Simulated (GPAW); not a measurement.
GPAW run on K₃I₂Br (P-3m1, 6 atoms in the cell): self-consistent single point.

Level of theory: PBEsol, GPAW PAW datasets PBEsol (made by gpaw-setup) (plane waves; GPAW).

The change in words: lattice scaled by 0.98. Reference geometry:
```
CELL_PARAMETERS angstrom
      4.89887     0.00000     0.00000
     -2.44943     4.24255     0.00000
      0.00000     0.00000    12.04285
ATOMIC_POSITIONS crystal
  K  0.00000 0.00000 0.50000
  K  0.33333 0.66667 0.15133
  K  0.66667 0.33333 0.84867
  I  0.33333 0.66667 0.67383
  I  0.66667 0.33333 0.32617
  Br 0.00000 0.00000 0.00000
```

Reference input (self-consistent single point, DFT PBEsol, plane waves, GPAW PAW datasets PBEsol (made by gpaw-setup)): mode = pw; ecut = 550 eV; xc = PBEsol; kpts = 5 5 2; mesh shift (steps) = 0 0 0; occupations.name = fixed-uniform; nbands = -8; convergence.bands = -6; symmetry.symmorphic = false; symmetry.tolerance = 0.0005; maxiter = 120. This run's input differs from it in these lines:

```diff
@@ -5,5 +5,5 @@
 atoms = Atoms(['K', 'K', 'K', 'I', 'I', 'Br'],
-              cell=[[4.898870, 0.000000, 0.000000],
-                    [-2.449435, 4.242546, 0.000000],
-                    [0.000000, 0.000000, 12.042850]],
+              cell=[[4.800893, 0.000000, 0.000000],
+                    [-2.400446, 4.157695, 0.000000],
+                    [0.000000, 0.000000, 11.801993]],
               scaled_positions=[[0.000000, 0.000000, 0.500000],
```

The program printed (abridged):

```
     iter     time        total  log10-change:
                         energy   eigst   dens
iter:   1 --:--:--   -18.789052   -0.02
iter:   2 --:--:--   -18.778833   -0.63  -1.40
iter:   3 --:--:--   -18.595546   -1.08  -1.43
iter:   4 --:--:--   -18.557872   -1.30  -1.56
iter:   5 --:--:--   -18.564748   -1.12  -1.74
iter:   6 --:--:--   -18.564999c  -1.54  -2.47
iter:   7 --:--:--   -18.563918c  -2.08  -2.54
iter:   8 --:--:--   -18.563175c  -2.58  -2.74
iter:   9 --:--:--   -18.563109c  -3.16  -2.96
iter:  10 --:--:--   -18.563059c  -3.64  -3.25
   [... 2 lines left out ...]
iter:  13 --:--:--   -18.563071c  -5.07  -3.58
iter:  14 --:--:--   -18.563069c  -5.73  -3.65
iter:  15 --:--:--   -18.563084c  -5.73  -3.67
iter:  16 --:--:--   -18.563081c  -6.44  -3.92
iter:  17 --:--:--   -18.563081c  -6.92  -4.13c
iter:  18 --:--:--   -18.563082c  -7.16  -4.18c
iter:  19 --:--:--   -18.563082c  -7.30  -4.28c
iter:  20 --:--:--   -18.563082c  -7.96c -4.35c
Converged after 20 iterations.

Dipole moment: (0.000000, 0.000000, 0.000000) |e|*Ang

Energy contributions relative to reference atoms: (reference = -506856.633807)

Kinetic:        +14.446636
Potential:      -12.199072
External:        +0.000000
XC:             -18.689833
Entropy (-ST):   +0.000000
Local:           -2.120813
SIC:             +0.000000
--------------------------
Free energy:    -18.563082
Extrapolated:   -18.563082

Showing only first 2 kpts
 Kpt  Band  Eigenvalues  Occupancy
  0    22      0.70520    2.00000
  0    23      0.70521    2.00000
  0    24      4.54352    0.00000
  0    25      6.08746    0.00000

  1    22      0.67923    2.00000
  1    23      0.67924    2.00000
  1    24      5.12035    0.00000
  1    25      5.36779    0.00000

Fermi level: 2.62436

Gap: 3.838 eV
Transition (v -> c):
   [... lines left out ...]
  0 K     0.00000   -0.00000    0.00000
  1 K     0.00000    0.00000    0.00145
  2 K     0.00000   -0.00000   -0.00145
  3 I    -0.00000   -0.00000    0.01335
  4 I     0.00000    0.00000   -0.01335
  5 Br    0.00000    0.00000    0.00000

Stress tensor:
    -0.001893     0.000000     0.000000
     0.000000    -0.001893    -0.000000
     0.000000    -0.000000    -0.001920
Stress (GPa, Voigt): [-0.3033 -0.3033 -0.3076 -0.      0.      0.    ]
```

The run converged in 20 iterations. GPAW prints stress with tension positive. Against the reference run the free energy drops by 1.1 meV/atom, the pressure goes from -0.46 to 0.30 GPa, the largest force goes from 0.018 to 0.013 eV/Å and the gap on the mesh goes from 3.709 to 3.838 eV.

The starting cell comes from a database of computed structures (which also holds hypothetical and non-ambient phases and stackings), without a prior relaxation at this level. For this run, on top of that: lattice scaled by 0.98. Spin-orbit coupling is off.

Cost on one core of a shared machine: roughly 30 s.
